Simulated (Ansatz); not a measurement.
An Ansatz (a first-principles code) input (plane-wave PAW DFT at the PBE level (Ansatz, 420 eV), without spin-orbit coupling):

Ansatz 0.2 input:
```yaml
crystal:
  lattice:
    - [3.9097410163, 0, 0]
    - [-1.9548705081, 3.3859350423, 0]
    - [0, 0, 8.3218106955]
  atoms:
    - { symbol: As, position: [0, 0, 0.7897135651] }
    - { symbol: As, position: [0.3333333333, 0.6666666667, 0.3679431355] }
    - { symbol: As, position: [0.6666666667, 0.3333333333, 0.0382264275] }
    - { symbol: Co, position: [0, 0, 0.0842726272] }
    - { symbol: Ga, position: [0.3333333333, 0.6666666667, 0.6690191007] }
    - { symbol: Co, position: [0.6666666667, 0.3333333333, 0.3008251441] }
basis: { ecutwfc: 420, ecutrho_ratio: 4, xc_grid: 2, fft_grid_basis: typed }
kpoints: { mp_grid: { grid: [14, 14, 6] } }
hamiltonian:
  xc: pbe
  dispersion: none
  pseudopotentials: { kind: paw }
scf: { occupations: { method: fermi_dirac, width: 0.05 }, convergence: { dr2_threshold: 0.0000000006 } }
output: { forces: true, stress: true }
checkpoint: { write: state.ck, write_every: 1000 }
```

Task: Which symmetry and how many k-points will the program report, and about how many plane waves at Γ?

Result: Space group P3m1 (ITA 156) with 6 operations, k-points 128 of 1176, and 2163 plane waves at Γ.

These are small ordered cells, not random alloys; other orderings at the same x differ. No phonon test of stability was made. Seeded moments were not kept for x(Co) = 0.667, 6 atoms, P3m1. The final runs are not spin-polarised. The cell was made from GaAs by this change: x(Co) = 0.667, 6 atoms, P3m1.
